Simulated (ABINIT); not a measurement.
**Short convergence ladders for Sr (Fm-3m, 1 atom in the cell)**

```
CELL_PARAMETERS angstrom
      0.00000     3.03088     3.03088
      3.03088     0.00000     3.03088
      3.03088     3.03088     0.00000
ATOMIC_POSITIONS crystal
  Sr 0.00000 0.00000 0.00000
```

Base method: PBE, PAW (JTH v2.0 PBE PAW) (plane waves; ABINIT).

Base settings: pseudos = [Sr.GGA_PBE-JTH.xml]; ecut = 544 eV; pawecutdg = 1088 eV; pawxcdev = 0; occopt = 3; tsmear = 0.00367493 Ha; ngkpt = 6 6 6; nshiftk = 1; shiftk = 0 0 0; potentials = JTH v2.0 PBE PAW.

The count of work is k-points × plane waves × bands × iterations; it is no time. Core times come from one kind of shared machine, to one figure; runs under 30 s give none.

**The k-point mesh at a smearing width of 0.3 eV**

In this ladder: tsmear = 0.0110248 Ha.

Only quantities that move along the ladder and can be compared are tabulated.

```tsv
ngkpt	free energy less the last step's (meV/atom)	pressure (GPa)	count of work / last	core time / last (rough)
3 3 3	51.73	0.13	0.012	–
4 4 4	-17.49	0.01	0.024	–
5 5 5	3.28	-0.01	0.030	–
6 6 6	0.35	-0.02	0.049	–
7 7 7	-0.40	-0.01	0.056	–
9 9 9	-0.03	-0.01	0.11	0.1
13 13 13	0.00	-0.01	0.25	0.2
15 15 15	0.00	-0.01	0.37	0.2
22 22 22	0.00	-0.01	1.0	1
```

Coarsest ngkpt that holds the pressure within 0.05 GPa of the last step, with all finer ones: 4 4 4, at 0.024 of the last step's count of work; the step before is off by 0.14 GPa.

Coarsest ngkpt that holds the free energy within 2 meV/atom of the last step, with all finer ones: 6 6 6, at 0.049 of the last step's count of work; the step before is off by 3.3 meV/atom.

**The width of Gaussian smearing**

In this ladder: occopt = 7; ngkpt = 10 10 10.

Narrow widths need finer meshes than wide ones, so the last steps can hold mesh noise.

Only quantities that move along the ladder and can be compared are tabulated; pressure and forces are left out, as mesh noise rules them at narrow widths.

```tsv
tsmear	free energy less the last step's (meV/atom)
0.0367493 Ha	-330.94
0.0183747 Ha	-82.65
0.0110248 Ha	-31.15
0.00734986 Ha	-15.32
0.00367493 Ha	-4.05
0.00183747 Ha	0.00
```

Widest tsmear that holds the free energy within 5 meV/atom: not settled: the last two steps still differ by 4.0 meV/atom, over half the tolerance, so the ladder does not show it.

On the base run: the starting cell has typed, rounded lattice constants, without a prior relaxation at this level. Its lattice was rescaled by up to half a per cent.

Left out of this page: 2 runs of the series outside the window shown, repeating another row's setting, or not comparable.
